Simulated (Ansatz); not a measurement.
HfSiO₄ (I4_1/amd), PBEsol, rigid bands (Ansatz, a program for electronic structure): N_v = 1.74e20 cm⁻³ at 300 K and a hole conductivity mass of 1.85 mₑ along y (a = (-3.29, 3.29, 2.98) Å; b = (3.29, -3.29, 2.98) Å; c = (3.29, 3.29, -2.98) Å).

### Question
For 1e16 holes per cm³ at 300 K, place the Fermi level, estimate the Seebeck coefficient of a parabolic band with constant τ, and give mobility and conductivity for τ = 10 fs.

### Answer
The level lies k_BT ln(N_v/p) = 0.252 eV above the valence-band maximum. S ≈ +(k_B/e)[ln(N_v/p) + 5/2] = 1057 μV/K, against 1047 μV/K from the full bands (mean over directions). μ = eτ/m = 9.51 cm²/(V·s) and σ = peμ = 0.0152 S/cm. τ is assumed, not computed.

Band transport and this doping are assumed; polarons and phonon drag are left out. Spin-orbit coupling is left out; with 5d elements it also splits d-like band edges.

Formula and space group known from diffraction (Crystallography Open Database), not checked to be the room-temperature form: HfSiO4 (I4_1/amd).
